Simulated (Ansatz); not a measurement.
Base system: HfN in the rock salt structure (space group Fm-3m, No. 225; relaxed with 0.1 eV smearing).

```
HfN
1.0
    0.00000     2.23415     2.23415
    2.23415     0.00000     2.23415
    2.23415     2.23415     0.00000
Hf N
1 1
Direct
  0.00000   0.00000   0.00000
  0.50000   0.50000   0.50000
```

Cartesian axes are those of the cell as printed.

Level of theory: Ansatz (a program for electronic structure), LDA, PAW, cutoff 420 eV, no SOC.

Base values:

- Shortest interatomic distance = 2.234 Å

The change: compressive biaxial strain of 0.42 % in the plane normal to [111], as in epitaxy on a mismatched substrate; the out-of-plane cell vector and the atoms relax.

Q: What does the calculation give for the out-of-plane strain after the change?

A: The out-of-plane strain amounts to +0.38 %.

Q: Predict the new shortest interatomic distance.

A: The shortest interatomic distance shrinks by 0.003 Å (2.234 Å → 2.231 Å).

Q: How does this affect the energy relative to the base?

A: The energy increases by 0.6 meV/atom.

Q: What happens to the in-plane stress?

A: The mean in-plane stress (compression positive) is +2.1 GPa.

Stability against distortions was not tested. The final runs are not spin-polarised. An odd electron count without spin: HfN.
